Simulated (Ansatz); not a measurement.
Amorphous Al28O45B2, 75 atoms at 2.99 g/cm³, one PBE-relaxed geometry, zone centre. Methods: PBE, scalar-relativistic without spin-orbit coupling (Ansatz, a program for electronic structure); r2SCAN, scalar-relativistic without spin-orbit coupling (Ansatz); HSE06, scalar-relativistic without spin-orbit coupling (Ansatz). Plane waves to 420 eV (r2SCAN 500 eV); exact exchange is cut at the cell's faces. At PBE the levels at the filled edge of the gap are localised (band-tail or defect states), and the nearest spread-out levels lie 3.9 eV apart at the zone centre. All rungs ran without spin polarisation.

Preparation: random packing, a CHGNet melt and quench, and a DFT relaxation. O atoms were pushed apart under 1.9 Å during the dynamics, to hinder bonds among them. The hot cell started wider than the set density and was brought back towards it in steps. It is the lowest in DFT energy of 2 quenches. It is a model cell: composition and starting density were chosen by hand, and all elements were melted together. No dispersion term was used. Its density started from a set value of 3.01 and ended at 2.99 g/cm³. The quench (nominally 280 K/ps over its main leg) was far faster than any real one, so the model tends to hold more defects than a real film. A cell of this size samples the disorder only roughly. Volume and shape were free in the relaxation.

The relaxation ran on the zone centre alone. At PBE the level gap is 3.16 eV on a 2×2×2 Γ-centred mesh, and the spacing at the zone centre alone 3.18 eV.

Task: What zone-centre spacing does r2SCAN give, roughly?

Result: 3.79 eV (+0.62 eV against PBE).

Task: What zone-centre spacing does HSE06 give, roughly?

Result: 4.88 eV (+1.71 eV against PBE).

The highest filled and the lowest empty state spread over these numbers of atoms (participation numbers): PBE: 3.3 and 66.8; r2SCAN: 3.2 and 66.2; HSE06: 3.2 and 66.2.
